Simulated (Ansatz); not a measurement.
Results of PBE0 (Ansatz, a program for electronic structure, plane waves, PAW) for BaO (P6₃/mmc, No. 194, 4 atoms in the cell; start mp-1178514; a measured phase of this formula has another space group).

Run with plane-wave cutoff 460 eV, 6×6×6 k mesh, Fermi–Dirac smearing 0.01 eV, scalar-relativistic PAW data made under PBE.

Cell (relaxed with PBEsol):

```xyz
4
Lattice="4.4912 0.0000 0.0000 -2.2456 3.8895 0.0000 0.0000 0.0000 5.5235" Properties=species:S:1:pos:R:3 pbc="T T T"
Ba     2.2456     1.2965     2.4167
Ba     0.0000     2.5930     5.1784
O      2.2456     1.2965     5.1781
O      0.0000     2.5930     2.4164
```

**Question.** Estimate the band gap and smallest direct gap on the k points sampled that the calculation returns.

**Answer.** 
- band gap = 4.21 eV (on the SCF k mesh)
- smallest direct gap on the k points sampled = 4.23 eV

Note: cell and atoms aren't relaxed at this level (pressure 1.5 GPa).

Spin–orbit coupling is not included.

Computed values are for the static lattice.

It cost roughly 3 core-minutes of CPU time.

A start named mp-… is a Materials Project structure, which need not be a measured phase.
